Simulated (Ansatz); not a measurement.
## ZrB2, pressure series

Take ZrB₂ (space group P6/mmm, No. 191; a = 3.171 Å, c = 3.541 Å) as the base.

Cell and atoms are relaxed at each pressure.

Level of theory: PBE (Ansatz, an electronic-structure program), spin-orbit coupling left out.

```csv
pressure (GPa),volume per atom (Å³/atom)
-2,10.370
-1,10.325
0,10.282
3,10.157
7,?
15,9.718
30,9.276
50,8.805
100,7.964
```

**Question.** Fit the third-order Birch–Murnaghan form P(V) = (3B₀/2)[(V₀/V)^(7/3) − (V₀/V)^(5/3)]·[1 + (3/4)(B₀′ − 4)((V₀/V)^(2/3) − 1)] (squares taken in P) to the rows shown and predict the withheld row.

**Answer.** Least squares on the printed values gives V₀ = 10.282 Å³/atom, B₀ = 239 GPa, B₀′ = 3.9; this predicts 10.000 Å³/atom, and the run gives 10.000 Å³/atom, in agreement.

Load acts through the strain it causes; cell and atoms are relaxed under it. Stability against distortions was not tested. Competing high-pressure phases were not computed. All final runs are without spin polarisation.
